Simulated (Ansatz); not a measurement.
# Effect of pressure 5 GPa on PbS

Take PbS in the rock salt structure (space group Fm-3m, No. 225; a = 5.903 Å) as the base.

Now apply this change: cell and atoms relaxed at a pressure of 5 GPa.

Calculations: Ansatz (a program for electronic structure), PBEsol, PAW, cutoff 420 eV, no SOC. k-mesh 10×10×10 (Γ-centred); smearing 0.05 eV (Fermi–Dirac).

| quantity | base | changed | shift |
|---|---|---|---|
| volume per atom | 25.71 Å³ | 23.91 Å³ | -1.793 Å³ |
| density | 7.73 g/cm³ | 8.31 g/cm³ | +0.58 g/cm³ |
| lattice parameter a | 590.3 pm | 576.2 pm | -14.1 pm |
| shortest interatomic distance | 295.1 pm | 288.1 pm | -7.0 pm |
| band gap (uncertain: the edges found look like a band crossing or inverted bands; the changed cell) | 0.19 eV | 0.12 eV | -0.075 eV |

Cost of the whole job for the changed cell (relaxation, final SCF and bands): roughly 23 core-seconds.

With Pb present, leaving out spin-orbit coupling can change the band edges. Load acts through the strain it causes; cell and atoms are relaxed under it. No phonon test of stability was made. No other phases were tried under pressure. A zero or small gap of PbS can be the functional's error rather than a property of the material.
